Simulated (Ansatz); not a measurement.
Base system: BeS in the rock salt structure (space group Fm-3m, No. 225; a = 4.629 Å; a hypothetical phase, not in the database extracts checked).

(Cell as relaxed with PBE.)

Levels (all Ansatz, an electronic-structure program, PAW): PBE (420 eV, no spin-orbit coupling); PBEsol (420 eV, spin-orbit coupling left out).

Each level relaxes its own structure.

```tsv
base	PBE	PBEsol
volume per atom	12.40 Å³	12.09 Å³
lattice parameter a	4.629 Å	4.590 Å
band gap	0.97 eV	0.95 eV
```

One thing is altered: cell and atoms relaxed at a pressure of 7.5 GPa.

```csv
quantity,PBE,PBEsol
lattice parameter a,4.535 Å,?
smallest direct gap,4.36 eV,?
band gap,1.00 eV,?
```

Problem. Predict the PBEsol column.

Solution. 
- lattice parameter a, PBEsol: 4.501 Å
- smallest direct gap, PBEsol: 4.29 eV
- band gap, PBEsol: 0.96 eV

PBE's lattice parameter a lies 0.034 Å above PBEsol's (0.8 %); PBE's smallest direct gap lies 0.07 eV above PBEsol's; PBE's band gap lies 0.033 eV above PBEsol's. Neither level is exact; PBEsol is the comparison here, not a measurement.

Load acts through the strain it causes; cell and atoms are relaxed under it. Whether these cells are dynamically stable was not tested. Competing high-pressure phases were not computed.
